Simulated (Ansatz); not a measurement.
Base system: SrO in the rock salt structure (space group Fm-3m, No. 225; a = 5.1949 Å).

Level of theory: PBE (Ansatz, a quantum-chemistry and plane-wave program, PAW, no spin-orbit coupling).

Strains are applied to the cell and any free atomic positions relax.

One change was made to it. Results:

```csv
quantity,base,after
pressure,0.00 GPa,-2.36 GPa
"valley order (the lowest conduction-band minima on the path, energy above the VBM, named in the base's zone)",X along ⟨100⟩ 3.33 eV; Γ 3.79 eV,X along ⟨100⟩ 3.33 eV; Γ 3.59 eV
electron mass,"1.2 mₑ along k, 0.41 mₑ across (at X)","1.2 mₑ along k, 0.41 mₑ across (at X)"
```

**Question.** What was done to the base?
(A) isotropic strain +1.50 %
(B) isotropic strain +2.50 %
(C) isotropic strain +0.50 %
(D) isotropic strain −2.50 %
(E) isotropic strain +1.00 %

**Answer.** E, isotropic strain +1.00 %. For comparison, the valley order in the other runs: isotropic strain −2.50 % gives X along ⟨100⟩ 3.29 eV; Γ 4.34 eV; isotropic strain +0.50 % gives X along ⟨100⟩ 3.33 eV; Γ 3.69 eV; isotropic strain +1.50 % gives X along ⟨100⟩ 3.34 eV; Γ 3.49 eV; isotropic strain +2.50 % gives Γ 3.30 eV; X along ⟨100⟩ 3.34 eV.

The levels and masses belong to the bands next to the band gap. Masses are band curvatures over ±0.01 Å⁻¹ around the edge. Along k means along the line from Γ to the band edge. No phonon test of stability was made.
